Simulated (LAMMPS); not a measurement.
LAMMPS 22 Jul 2025, classical MD, EAM (Cu_mishin1.eam.alloy): Cu, 32000 atoms.

```text
units metal
atom_style atomic
read_data unit.data
replicate 20 20 20
pair_style eam/alloy
pair_coeff * * Cu_mishin1.eam.alloy Cu
velocity all create 1600 4928 dist gaussian loop geom
fix 1 all nve
fix 2 all langevin 800 800 0.08 9876 zero yes
timestep 0.002
thermo 100
run 300
reset_timestep 0
write_restart start.rst
```

```text
read_restart start.rst
pair_style eam/alloy
pair_coeff * * Cu_mishin1.eam.alloy Cu
neighbor 2.0 bin
neigh_modify every 1 delay 0 check no
fix 1 all nve
timestep 0.002
thermo_style custom step temp pe etotal press
thermo_modify format float %.10g
thermo 100
group probe id 1:48
dump probe probe custom 1000000 forces.txt id fx fy fz
dump_modify probe sort id format float %.8g
run 2000
```

```bash
# ahead of the timed run: OMP_NUM_THREADS=1 mpirun -np 48 lmp -in in.warm -log none -nocite
OMP_NUM_THREADS=1 mpirun -np 32 lmp -in in.lmp -log log.lammps -nocite
```

Machine: one whole node, Arm Neoverse V2, 96 cores on 1 socket, no SMT, 1 L3 cache group; 94 cores' worth of CPU time may be used.

On 32 ranks this takes 6.7 s. Times are wall-clock medians of two to five runs, from launch to exit, with nothing else on the machine. Unless noted, each process is bound to its own block of adjacent cores. The build: PyPI wheel: MPICH, OPENMP and OPT packages; another build can shift the numbers. Scratch files lie in a memory file system. A preparatory run goes ahead and isn't timed.

**Question.** Make this run faster without changing its result beyond 1.0 meV/atom in energy, 10 meV/Å in forces on 48 atoms, 0.20 meV an atom in drift of the total energy. Keep to 32 cores.

**Answer.** Several could match; the one computed here: going from neigh_modify = every 1 delay 0 check no to neigh_modify = every 10 delay 0 check yes, one of the fastest among the values tried that keep the result.

```diff
-neigh_modify every 1 delay 0 check no
+neigh_modify every 10 delay 0 check yes
```

Time: 6.7 s to 3.0 s (2.2× as fast). Rebuilds go from 2000 to 38, Neigh from 3.1 to 0.061 s and Pair from 2.9 to 2.5 s. These two results differ by: energy equal as printed, forces on 48 atoms equal as printed, drift of the total energy equal as printed. Others tried: neigh_modify = every 1 delay 10 check yes (3.1 s); neigh_modify = every 1 delay 0 check yes (3.1 s).
